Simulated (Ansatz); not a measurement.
Output of an Ansatz run (abridged):

```
WARN ansatz: RAYON_NUM_THREADS=1 ignored (pool sized by the plan → 1); use --threads N
Pseudopotentials: kind: paw
Pseudopotential: Si, paw, valence charge 4
Pseudopotential: Ni, paw, valence charge 18
Crystal: 8 atoms, lattice volume = 95.971 Å³
Basis set: ecut = 420.4159175005146 eV, 1885 PW (Γ), exchange–correlation on 72×48×80 points (8 copies of the dense FFT grid, shifted against one another)
Bands: 53, of which v1, the nominal top of the filled ones, is band 44 counted from 1 (43 counted from 0)
Symmetry: 8 space group operations
Space group: Pnma (ITA 62), of the structure as read, at distance tolerance 4.6e-5 Å
k-points: 60 of 240
Initial density: superposition of atomic densities (neutral atoms: chi_scale 0, normalization atom), corrected by the library's trained network
Initial wavefunctions: pseudopotential atomic-orbital guess
Eigensolver: davidson
Functional: x = pbe(κ = 0.804, μ = 0.2195149727645171), c = pbe(β = 0.06672455060314922)
SCF iter   1: F=—  HF=-25906.118256 eV  |F-HF|=—  |Δ(HF+E_count)|=         —  Δρ=3.27e-3  dr2=2.68e-3  ethr=1.77e-3  ⟨swp⟩=7.2  Hψ=12345  notcnv=0  defer=8
all-band conjugate gradients solve this SCF's bands
preconditioner: auto → Kerker (q_TF=auto, 2.689 Å⁻¹)
SCF iter   2: F=—  HF=-25906.118586 eV  |F-HF|=—  |Δ(HF+E_count)|=   3.30e-4  Δρ=1.93e-3  dr2=1.33e-3  ethr=3.05e-6  ⟨swp⟩=2.0  Hψ=6262  notcnv=0  defer=12
SCF iter   3: F=—  HF=-25906.118726 eV  |F-HF|=—  |Δ(HF+E_count)|=   1.40e-4  Δρ=6.87e-4  dr2=2.42e-4  ethr=1.51e-6  ⟨swp⟩=2.2  Hψ=4388  notcnv=0  defer=12
SCF iter   4: F=—  HF=-25906.118701 eV  |F-HF|=—  |Δ(HF+E_count)|=   2.43e-5  Δρ=2.12e-4  dr2=2.96e-5  ethr=2.76e-7  ⟨swp⟩=2.3  Hψ=4450  notcnv=0  defer=12
SCF iter   5: F=—  HF=-25906.118693 eV  |F-HF|=—  |Δ(HF+E_count)|=   8.07e-6  Δρ=8.77e-5  dr2=5.38e-6  ethr=3.37e-8  ⟨swp⟩=2.2  Hψ=4647  notcnv=0  defer=12
SCF iter   6: F=-25906.118692 eV  HF=-25906.118692 eV  |F-HF|=1.83e-8  |Δ(HF+E_count)|=   7.78e-7  Δρ=7.39e-6  dr2=4.22e-8  ethr=1.14e-10  ⟨swp⟩=8.7  Hψ=16167  notcnv=0
SCF 1 converged in 6 iterations: F = -25906.118692 eV  dr2 = 4.22e-8
SCF converged after 6 iterations
Free energy (F): -25906.118692 eV
Harris-Foulkes:  -25906.118692 eV  (|F-HF|=1.83e-8)
Internal energy: -25906.106527 eV  (E = F + TS)
E sigma→0 (E₀):  -25906.112610 eV
Entropy (-TS):   -0.012166 eV (-1.521 meV/atom)
Fermi energy:    14.901190 eV
--- Per-component energies (eV) ---
  E_band       = -1291.507929
  E_kinetic    = 1312.288099
  E_local      = -17786.858793  (includes V_loc(G=0)·N_el)
  E_nonlocal   = 2635.922490
  E_hartree    = 7647.106595
  E_xc         = -570.275133
  E_vxc        = -638.427148  (∫ρ·V_xc dr)
  E_paw        = -8567.949193  (= ΣΔE_a)
  E_vpaw       = -2108.646208  (= ΣTr[D̂ρ^β])
  E_aug_tail   = 0.002266  (compensation charges beyond the density's cutoff)
  E_ewald      = -10576.342858
  E_smearing   = -0.012166  (= −TS)
  E_closure    = 0.000000  (closes the sum)
  Σ components = -25906.118692   (vs F -25906.118692, Δ=0.00e0)
--- Forces (eV/Å), atoms counted from 1 ---
  atom   1  Si    -0.01722762    -0.00000000     0.05533245
  atom   2  Si     0.01722762     0.00000000    -0.05533245
  atom   3  Si     0.01722762     0.00000000     0.05533245
  atom   4  Si    -0.01722762    -0.00000000    -0.05533245
  atom   5  Ni     0.03899195    -0.00000000    -0.06777492
  atom   6  Ni    -0.03899195     0.00000000     0.06777492
  atom   7  Ni    -0.03899195     0.00000000    -0.06777492
  atom   8  Ni     0.03899195     0.00000000     0.06777492
  max |Σ_I F_I| component: 1.39e-17 eV/Å
--- Stress (GPa, compression-positive) ---
        3.605412       0.000000       0.000000
        0.000000       3.452235       0.000000
        0.000000       0.000000       3.380546
  P = ⅓ Tr σ = 3.4794 GPa (34.794 kbar)
  The stress holds the Pulay correction. Without it, at fixed plane waves, as pw.x and ABINIT print it: P = 3.4300 GPa
--- Band table (eV; the first three rows and the last of 60) ---
  k-point 0: bands = ["-89.0580", "-89.0541", "-89.0536", "-89.0497", "-49.5214", "-49.5176", "-49.4968", "-49.4893", "-49.4663", "-49.4663", "-49.4323", "-49.4273", "-49.4211", "-49.4173", "-49.4158", "-49.4108", "1.7781", "5.1201", "6.4711", [...]
  k-point 1: bands = ["-89.0578", "-89.0551", "-89.0525", "-89.0499", "-49.5210", "-49.5179", "-49.4961", "-49.4901", "-49.4664", "-49.4663", "-49.4319", "-49.4279", "-49.4207", "-49.4177", "-49.4152", "-49.4111", "1.9609", "4.4065", "6.9207", [...]
  k-point 2: bands = ["-89.0572", "-89.0562", "-89.0514", "-89.0505", "-49.5200", "-49.5188", "-49.4943", "-49.4920", "-49.4664", "-49.4664", "-49.4308", "-49.4294", "-49.4197", "-49.4186", "-49.4137", "-49.4122", "2.4989", "3.3528", "7.2949", [...]
  k-point 59: bands = ["-89.0537", "-89.0537", "-89.0537", "-89.0537", "-49.5078", "-49.5078", "-49.5078", "-49.5078", "-49.4432", "-49.4432", "-49.4432", "-49.4432", "-49.4226", "-49.4226", "-49.4226", "-49.4226", "6.1978", "6.1978", "6.1978", [...]
```

The structure:

```
CELL_PARAMETERS angstrom
      5.15696     0.00000     0.00000
      0.00000     3.33126     0.00000
      0.00000     0.00000     5.58649
ATOMIC_POSITIONS crystal
  Si 0.82109 0.75000 0.58232
  Si 0.17891 0.25000 0.41768
  Si 0.67891 0.25000 0.08232
  Si 0.32109 0.75000 0.91768
  Ni 0.50795 0.25000 0.68852
  Ni 0.49205 0.75000 0.31148
  Ni 0.99205 0.75000 0.18852
  Ni 0.00795 0.25000 0.81148
```

Write an input that gives this output.

Other spellings and defaults could give the same log, and not every line can be read from it. The input that was run (DFT, PBE, plane waves, default PAW files):

Ansatz 0.2 input:
```yaml
crystal:
  lattice:
    - [5.156965, 0.000000, 0.000000]
    - [0.000000, 3.331264, 0.000000]
    - [0.000000, 0.000000, 5.586489]
  atoms:
    - { symbol: Si, position: [0.821090, 0.750000, 0.582320] }
    - { symbol: Si, position: [0.178910, 0.250000, 0.417680] }
    - { symbol: Si, position: [0.678910, 0.250000, 0.082320] }
    - { symbol: Si, position: [0.321090, 0.750000, 0.917680] }
    - { symbol: Ni, position: [0.507950, 0.250000, 0.688520] }
    - { symbol: Ni, position: [0.492050, 0.750000, 0.311480] }
    - { symbol: Ni, position: [0.992050, 0.750000, 0.188520] }
    - { symbol: Ni, position: [0.007950, 0.250000, 0.811480] }
basis:
  ecutwfc: 30.9 Ry
kpoints:
  mp_grid: { grid: [6, 8, 5] }
hamiltonian:
  xc: pbe
  pseudopotentials: { kind: paw }
scf:
  occupations: { method: gaussian, width: 0.0073 Ry }
output:
  forces: true
  eigenvalues: true
  stress: true
```

The starting cell comes from a database of computed structures (which also holds hypothetical and non-ambient phases and stackings), without a prior relaxation at this level. Its lattice was rescaled by up to half a per cent. Spin polarisation is off. With a pressure of about 3 GPa the cell is away from its equilibrium volume at this level. Ansatz's pressure includes its estimate of the finite-basis (Pulay) stress.

Ansatz is a first-principles code.
